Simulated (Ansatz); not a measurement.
A user runs Ansatz (a first-principles code) on V₃Si (Pm-3n, 8 atoms in the cell) and asks whether the run is sound. The aim is a self-consistent single point with DFT, PBE, plane waves, default PAW files.

This input was run:

Ansatz 0.2 input:
```yaml
crystal:
  lattice:
    - [4.68366000, 0.00000000, 0.00000000]
    - [0.00000000, 4.68366000, 0.00000000]
    - [0.00000000, 0.00000000, 4.68366000]
  atoms:
    - { symbol: V, position: [0.25000000, 0.00000000, 0.50000000], spin: 2.0 }
    - { symbol: V, position: [0.75000000, 0.00000000, 0.50000000], spin: 2.0 }
    - { symbol: V, position: [0.50000000, 0.75000000, 0.00000000], spin: 2.0 }
    - { symbol: V, position: [0.50000000, 0.25000000, 0.00000000], spin: 2.0 }
    - { symbol: V, position: [0.00000000, 0.50000000, 0.75000000], spin: 2.0 }
    - { symbol: V, position: [0.00000000, 0.50000000, 0.25000000], spin: 2.0 }
    - { symbol: Si, position: [0.00000000, 0.00000000, 0.00000000] }
    - { symbol: Si, position: [0.50000000, 0.50000000, 0.50000000] }
basis:
  ecutrho_ratio: 2
kpoints:
  mp_grid: { grid: [5, 5, 5] }
hamiltonian:
  xc: pbe
  pseudopotentials: { kind: paw }
magnetization:
  spin_polarized: true
scf:
  occupations: { method: methfessel_paxton, width: 0.272 eV }
output:
  forces: true
  eigenvalues: true
  stress: true
```

Log, with long lists cut:

```
WARN basis.ecutwfc = 420 eV, the default
WARN basis.ecutrho_ratio = 2 (ecutrho = 840 eV) is below the records' recommended cutoff
settings of this run that can trade accuracy for cost: basis.ecutrho_ratio < 4. Do not mix this run's numbers with those of runs without the same settings …
WARN ansatz: RAYON_NUM_THREADS=1 ignored (pool sized by the plan → 1); use --threads N
Pseudopotentials: kind: paw
Pseudopotential: V, paw, valence charge 13
Pseudopotential: Si, paw, valence charge 4
Crystal: 8 atoms, lattice volume = 102.744 Å³
Basis set: ecut = 420 eV, 2007 PW (Γ), exchange–correlation on 60×60×60 points (8 copies of the dense FFT grid, shifted against one another)
Bands: 59, of which v1, the nominal top of the filled ones, is band 43 counted from 1 (42 counted from 0)
Symmetry: 48 space group operations
Space group: Pm-3n (ITA 223), of the structure as read, at distance tolerance 4.7e-5 Å
Magnetic group: BNS 223.104 (UNI 1606), of the structure as read, at distance tolerance 4.7e-5 Å
k-points: 10 of 125
Initial density: superposition of atomic densities (chi_scale 0.1, normalization cell)
Starting moments: Σ|m| = 12 μB on 6 of 8 sites
Initial wavefunctions: pseudopotential atomic-orbital guess
Eigensolver: davidson
Functional: x = pbe(κ = 0.804, μ = 0.2195149727645171), c = pbe(β = 0.06672455060314922)
SCF iter   1: F=—  HF=-18753.166439 eV  |F-HF|=—  |Δ(HF+E_count)|=         —  Δρ=1.44e-1 (↑1.44e-1 ↓8.35e-2)  dr2=5.59e0  dr2_m=1.16e1  M=1.541 μB ∫|m|=2.074 μB  β_m=0.30  ethr=3.10e-3  ⟨swp⟩=5.1  Hψ=3765  notcnv=0
Mixer restart at iter 1: flushing history
all-band conjugate gradients solve this SCF's bands
preconditioner: auto → Kerker (q_TF=auto, 2.649 Å⁻¹)
   [... lines left out ...]
SCF iter  15: F=—  HF=-18749.812177 eV  |F-HF|=—  |Δ(HF+E_count)|=   4.46e-9  S|Δr|=    0.00e0  Δρ=9.51e-7 (↑3.42e-7 ↓9.51e-7)  dr2=9.43e-10  dr2_m=2.39e-10  M=0.000 μB ∫|m|=0.000 μB  β_m=0.99  ethr=2.38e-11  ⟨swp⟩=3.0  Hψ=2468  notcnv=0
SCF iter  16: F=-18749.812177 eV  HF=-18749.812177 eV  |F-HF|=3.64e-12  |Δ(HF+E_count)|=  2.29e-10  S|Δr|=    0.00e0  Δρ=7.18e-8 (↑7.18e-8 ↓4.59e-8)  dr2=6.16e-12  dr2_m=1.77e-12  M=0.000 μB ∫|m|=0.000 μB  ethr=1.10e-12  ⟨swp⟩=2.0  Hψ=2135  notcnv=0
SCF 1 converged in 16 iterations: F = -18749.812177 eV  dr2 = 6.16e-12
WARN: the starting moments were not kept: the SCF closed with an absolute magnetisation of 1.7e-5 μB, where they sum to 12 μB in size (6 sites) …
   [... lines left out ...]
Absolute magnetization: 0.0000 μB (∫|ρ↑−ρ↓|, with the PAW one-centre terms)
Free energy (F): -18749.812177 eV
Fermi energy:    15.990662 eV
   [... lines left out ...]
  P = ⅓ Tr σ = 2.2483 GPa (22.483 kbar)
  The stress holds the Pulay correction, which leaves out the density cutoff's part. Without it, at fixed plane waves, as pw.x and ABINIT print it …
settings of this run that can trade accuracy for cost: basis.ecutrho_ratio < 4. Do not mix this run's numbers with those of runs without the same settings …
```

Question: Is this run sound? If not, what is wrong?

Answer: The compared values did not move, but the log warns. The input holds a density cutoff or grid that is too coarse, which can do harm: the charge density holds wave vectors up to twice those of the orbitals (four times the energy cutoff), and augmentation charges need more still. The run converged in 16 iterations, and against the sound input the free energy is nearly the same (within 1 meV/atom) and the pressure moves little (2.30 to 2.25 GPa). The full log also holds (shortened here): “WARN basis.ecutrho_ratio = 2 (ecutrho = 840 eV) is below the records' recommended cutoff”. At a fixed set of plane waves, without the program's Pulay estimate, the pressure is 2.16 GPa against 2.22 GPa.

An input that runs soundly differs in these lines (not the only fix; some lines may just follow from the change or write a value another way):
```diff
-basis:
-  ecutrho_ratio: 2
```

With that input, the run converged in 16 iterations: free energy E − TS (on the zero of these files) -18749.8130 eV; Fermi level (on the code's own zero) 15.99 eV; pressure 2.30 GPa; size of the cell's spin moment 0.00 μB (DFT, PBE, plane waves, default PAW files).

On the sound input: the starting cell comes from a database of computed structures (which also holds hypothetical and non-ambient phases and stackings), without a prior relaxation at this level. The starting moments vanished: the run ended non-magnetic, which need not be the lowest state. The program warned that a starting moment was not kept. Ansatz's pressure includes its estimate of the finite-basis (Pulay) stress.
